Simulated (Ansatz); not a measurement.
Base system: Mg2Sn (space group Fm-3m, No. 225; a = 6.747 Å; relaxed with 0.1 eV smearing). Axes: x, y, z lie along the cube axes.

Calculations: plane-wave PAW DFT at the PBEsol level (Ansatz, a quantum-chemistry and plane-wave program, 420 eV), without spin-orbit coupling.

Before the change:

| Quantity | Result |
|---|---|
| Shortest interatomic distance | 2.922 Å |

Now apply this change: strain tensor (xx, yy, zz, yz, xz, xy) = (−0.43, +1.47, +0.23, −0.87, −0.17, −1.72) %, atoms relaxed at fixed cell.

Q: What does the calculation give for the energy relative to the base after the change?

A: The energy rises by 4.8 meV/atom.

Q: Predict the new stress.

A: The stress (xx, yy, zz, yz, xz, xy; compression positive) is (-0.1, -1.0, -0.4, 0.5, 0.1, 1.0) GPa.

Q: How does this affect the shortest interatomic distance?

A: The shortest interatomic distance decreases by 0.0204 Å (2.922 Å → 2.901 Å).

Q: How does this affect the largest internal atomic displacement?

A: The largest internal atomic displacement comes out as 0.024 Å.

Stability against distortions was not tested.
